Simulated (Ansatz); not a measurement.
Band structure of SrC₂ (R-3m, 3 atoms in the cell).

```
SrC2
1.0
    2.51733     1.45338     2.30666
   -2.51733     1.45338     2.30666
    0.00000    -2.90676     2.30666
Sr C
1 2
Direct
  0.00000   0.00000   0.00000
  0.59155   0.59155   0.59155
  0.40845   0.40845   0.40845
```

Level of theory: LDA (PW92), PAW files made with PBE (plane waves; Ansatz, an electronic-structure program).

Settings: basis.ecutwfc = 420 eV; kpoints.mp_grid.grid = 9 9 9; hamiltonian.xc = lda; hamiltonian.pseudopotentials = {kind: paw} (the program's default PAW files); scf.occupations.method = fixed; kpoints.band_path.path = [[0.0, 0.0, 0.0], [0.5, 0.0, 0.0], [0.5, 0.43133243, -0.43133243]]; kpoints.band_path.npoints = 8.

The starting cell comes from a database of computed structures (which also holds hypothetical and non-ambient phases and stackings), without a prior relaxation at this level.

Question: Predict the gap along the standard path and the places of the band edges.

Answer: The gap along the path is 1.64 eV, from a point between L and B1 to Γ; the smallest direct gap on it is 2.44 eV.

Levels in eV from the top of the valence band on the path, bands 6 to 12:
| point | 6 | 7 | 8 | 9 | 10 | 11 | 12 |
|---|---|---|---|---|---|---|---|
| Γ | -2.53 | -2.29 | -0.81 | -0.81 | 1.64 | 1.64 | 6.10 |
| L | -4.51 | -1.75 | -1.04 | -1.03 | 3.60 | 3.91 | 5.85 |
| B1 | -4.74 | -2.98 | -2.94 | -0.04 | 5.11 | 5.43 | 7.10 |

Keys are those of Ansatz 0.2.
